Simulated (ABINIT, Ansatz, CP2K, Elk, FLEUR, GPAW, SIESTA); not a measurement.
One structure in several programs: KTaO3 (Pm-3m, 5 atoms in the cell)

Self-consistent single point.

```xyz
5
Lattice="3.9949 0.0000 0.0000 0.0000 3.9949 0.0000 0.0000 0.0000 3.9949" Properties=species:S:1:pos:R:3 pbc="T T T"
K      1.9974     1.9974     1.9974
Ta     0.0000     0.0000     0.0000
O      0.0000     1.9974     0.0000
O      1.9974     0.0000     0.0000
O      0.0000     0.0000     1.9974
```

Shared settings, as Ansatz (a quantum-chemistry and plane-wave program) writes them: kpoints.mp_grid.grid = 6 6 6; scf.occupations.method = fixed. Potentials and cutoffs stand in the table.

| code | model | gap on the mesh (eV) | cutoff |
|---|---|---|---|
| Ansatz | LDA (PW92), PAW files made with PBE | 2.068 | 420 eV |
| GPAW | LDA (Perdew-Wang 92), GPAW PAW datasets LDA (gpaw-data 1.0.1) | 2.029 | 950 eV |
| CP2K | LDA (Pade form), GPW, DZVP-MOLOPT-SR-GTH basis, GTH-PADE potentials (GTH_POTENTIALS) | 2.322 | grid 500 Ry |
| Elk | LDA (PW92), all-electron FP-LAPW, Elk's shipped species files, default APW+lo basis | 2.040 | rgkmax 7 |
| SIESTA | LDA PW92, numerical atomic orbitals TZP, PseudoDojo LDA standard norm-conserving potentials (rewritten from UPF to PSML) | 1.856 | grid 300 Ry |
| FLEUR | LDA (Perdew-Zunger), all-electron FLAPW (FLEUR), scalar-relativistic valence | 2.068 | Kmax 4.7 1/bohr |
| ABINIT | LDA (PW92), PAW (JTH v2.0 LDA PAW) | 2.023 | 24 Ha |

Gaps are read on the mesh.

On Ansatz's run: spin-orbit coupling is off.

The spread over the programs that give each value: gap on the mesh within 0.466 eV.

CP2K and SIESTA use small atom-centred bases, whose incompleteness enters pressures, forces and empty levels differently from a plane-wave cutoff. Elk and FLEUR treat all electrons, but the usual bases taken here (sphere radii, linearisation, local orbitals, empty states) were not tested for convergence, so the values are no reference for the others. In the pressure, CP2K (by 9.63) lies more than 1 GPa from the median of the plane-wave programs. In the gap, CP2K (by 0.292) and SIESTA (by 0.173) lie more than 0.12 eV from the median of the plane-wave programs.

The starting cell comes from a database of computed structures (which also holds hypothetical and non-ambient phases and stackings), without a prior relaxation at this level.

Keys are those of Ansatz 0.2.
